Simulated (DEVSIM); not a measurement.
Device: TaN/AlN/p-GaAs capacitor, at 300 K.

Layer 1 from the left is AlN, thickness (nm) 26.0. Layer 2 from the left is GaAs, thickness (nm) 7400, Na (cm⁻³) 7.5e15.

Metal gate on the left, work function 4.4 eV. Fixed charge at the semiconductor interface -5.7e11 cm⁻² (in units of +e); no interface traps.

Constants are typed, rounded textbook-type inputs, not results; the design itself was drawn at random and stands for no fabricated device. Values at 300 K.

AlN: gap (eV) 6.1, affinity (eV) 1.9, permittivity 8.5. GaAs: gap (eV) 1.424, affinity (eV) 4.07, permittivity 12.9, Nc (cm⁻³) 4.7e17, Nv (cm⁻³) 9e18.

DEVSIM, 1D Poisson equation in equilibrium, Boltzmann statistics, complete ionisation; no quantum confinement or tunnelling. Metal contacts follow the ideal Schottky-Mott rule: no Fermi-level pinning, no interface dipoles.

Question: What does the simulation give for the minimum of the low-frequency capacitance, the flat-band voltage?

Answer: minimum of the low-frequency capacitance 0.0244 μF/cm²; flat-band voltage -0.60 V.
